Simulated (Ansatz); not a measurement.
Amorphous Si30N38O3, 71 atoms at 2.93 g/cm³, one PBE-relaxed geometry, zone centre. Methods: PBE, scalar-relativistic without spin-orbit coupling (Ansatz, a first-principles code); r2SCAN, scalar-relativistic without spin-orbit coupling (Ansatz); HSE06, scalar-relativistic without spin-orbit coupling (Ansatz). Plane waves to 420 eV (r2SCAN 500 eV); exact exchange is cut at the cell's faces. At PBE the levels at both edges of the gap are localised (band-tail or defect states), and the nearest spread-out levels lie 3.0 eV apart at the zone centre. The higher rungs were started with moments on some atoms, which died out.

Preparation: random packing, a CHGNet melt and quench, and a DFT relaxation. O and N atoms were pushed apart under 1.9 Å during the dynamics, to hinder bonds among them. The hot cell started wider than the set density and was brought back towards it in steps. It is the lowest in DFT energy of 2 quenches. It is a model cell: composition and starting density were chosen by hand, and all elements were melted together. No dispersion term was used. Its density started from a set value of 2.93 and ended at 2.93 g/cm³. The simulated quench (nominally 380 K/ps over its main leg) is rapid and tends to freeze in more defects than a deposited or slowly cooled glass has. One small periodic cell is one sample of the glass; other quenches scatter about these values. The volume was held where the preparation left it, at a PBE pressure of 6.3 GPa. Stress components on the final sampling reach 9.8 GPa. Cycles of charging lowered its energy after that relaxation.

The relaxation ran on the zone centre alone. At PBE the gap between localised states is 1.74 eV on a 2×2×2 Γ-centred mesh, and the spacing at the zone centre alone 1.82 eV.

What zone-centre spacing does r2SCAN give, roughly?

2.19 eV (+0.37 eV against PBE).

What zone-centre spacing does HSE06 give, roughly?

3.14 eV (+1.31 eV against PBE).

The highest filled and the lowest empty state spread over these numbers of atoms (participation numbers): PBE: 5.2 and 7.8; r2SCAN: 5.1 and 7.6; HSE06: 5.2 and 7.1.
